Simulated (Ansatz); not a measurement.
# Br on the 1x1 (10-10) surface of wurtzite ZnO (cut with top plane O + Zn), one in a 2x1 cell, started at the site 'top Zn #2'

Host crystal: wurtzite ZnO, with a band gap (PBE, scalar-relativistic without spin-orbit coupling).

Level of theory: PBE (plane waves to 420 eV, PAW; Ansatz, a program for electronic structure).

Model: 33-atom slab, 9.4 Å thick at the start under the adsorbate (thin: gaps and levels are the slab's own), 3x4x1 mesh, Fermi-Dirac 0.01 eV, dipole correction, 16 atoms held, the rest relaxed; start symmetry kept, larger cells not searched; spin-polarised, ending with about 0.7 μB a cell, a value that depends on the mesh; orders that need a larger cell were not tried, no spin-orbit, no U, no dispersion correction. The slab shows no gap over 0.04 eV on its mesh. At the end it is bonded to 2 Zn. In PBE it is, or lies within 0.03 eV of, the lowest of the starts that converged.

```yaml
adsorption energy against ½ Br2(g): -16 kJ/mol
work_function_of_the_top_face: 6.87 eV
change_of_the_step_from_the_bottom_to_the_top_vacuum_level_against_the_clean_slab: 1.09 eV
energy_released_by_relaxation: 1.80 eV
height of the binding atom over the mean of the host atoms within 0.3 Å of the top one: 2.054 Å
nearest_host_atoms_of_the_binding_atom: Zn at 2.52 Å, Zn at 2.52 Å, O at 3.08 Å
largest_move_of_a_host_atom: 0.41 Å
note: in the relaxation the adsorbate left its starting site by 2.2 Å
cost: very roughly 40 core-minutes
```

A negative adsorption energy means that the adsorbate is more stable on the surface than in its reference.
